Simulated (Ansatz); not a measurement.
Bi (within 0.1 Å of Pmma, No. 51, 2 atoms in the cell; start mp-1096851; another form than the element's usual one) was calculated with r²SCAN in Ansatz (plane waves, PAW).

Settings: plane-wave cutoff 560 eV, 18×18×10 k mesh (along the axes of the cell as run), Fermi–Dirac smearing 0.05 eV, scalar-relativistic PAW data made under PBE.

Cell (relaxed at this level):

```cif
data_Bi2
_chemical_formula_sum 'Bi2'
_space_group_name_H-M_alt 'Pmma'
_space_group_IT_number 51
_space_group_name_Hall '-P 2a 2a'
_cell_length_a 6.51186
_cell_length_b 3.25147
_cell_length_c 3.25163
_cell_angle_alpha 90.000
_cell_angle_beta 90.000
_cell_angle_gamma 90.000
loop_
_space_group_symop_operation_xyz
  'x, y, z'
  '-x, -y, -z'
  '-x+1/2, -y, z'
  'x+1/2, y, -z'
  'x+1/2, -y, -z'
  '-x+1/2, y, z'
  '-x, y, -z'
  'x, -y, z'
loop_
_atom_site_label
_atom_site_type_symbol
_atom_site_symmetry_multiplicity
_atom_site_Wyckoff_symbol
_atom_site_fract_x
_atom_site_fract_y
_atom_site_fract_z
_atom_site_occupancy
Bi1 Bi 2 e 0.25000 0.00000 0.49011 1
```

### Question
Predict the bulk modulus B0.

### Answer

- bulk modulus B0: 51.0 GPa

The run finds no gap.

Note: the bulk modulus is −V dP/dV from two relaxed cells at ±2 % in volume.

Spin–orbit coupling is not included; it can shift volumes and moduli of such heavy elements.

The result took about 23 core-minutes (a rough figure).

A start named mp-… is a Materials Project structure, which need not be a measured phase.

Ansatz is a first-principles code.
